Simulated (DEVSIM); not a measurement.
Structure: illuminated Si n-on-p cell, one wavelength, at 300 K.

Layer 1 from the left is Si, thickness (μm) 0.200, Nd (cm⁻³) 3.1e18, τn (s) 7.6e-5, τp (s) 3.2e-6, absorption coefficient (cm⁻¹) 44000. Layer 2 from the left is Si, thickness (μm) 29.0, Na (cm⁻³) 2.2e15, τn (s) 0.00011, τp (s) 0.00011, absorption coefficient (cm⁻¹) 44000.

Left contact: ohmic, minority hole recombination velocity 7e6 cm/s. Right contact: ohmic, minority electron recombination velocity 10000 cm/s. Voltage is applied to the left contact. Recombination: SRH at mid-gap, radiative, Auger. Light enters at the left, 6.9e15 photons cm⁻² s⁻¹, one pass, no reflection. Mobility is constant in doping.

Constants are typed, rounded textbook-type inputs, not results; the design itself was drawn at random and stands for no fabricated device. Values at 300 K.

Si: gap (eV) 1.124, affinity (eV) 4.05, permittivity 11.7, Nc (cm⁻³) 2.86e19, Nv (cm⁻³) 3.1e19, μn (cm²/Vs) 1417, μp (cm²/Vs) 470, B (cm³/s) 4.7e-15, Cn (cm⁶/s) 2.8e-31, Cp (cm⁶/s) 9.9e-32.

DEVSIM, 1D drift-diffusion, Boltzmann statistics, complete ionisation; no tunnelling, impact ionisation, image-force lowering or self-heating.

Problem. What does the simulation give for the potential step across the device at zero bias, the dark forward voltage at 1 A/cm², the short-circuit current?

Solution. potential step across the device at zero bias 0.820 V; dark forward voltage at 1 A/cm² 0.617 V; short-circuit current 0.765 mA/cm².
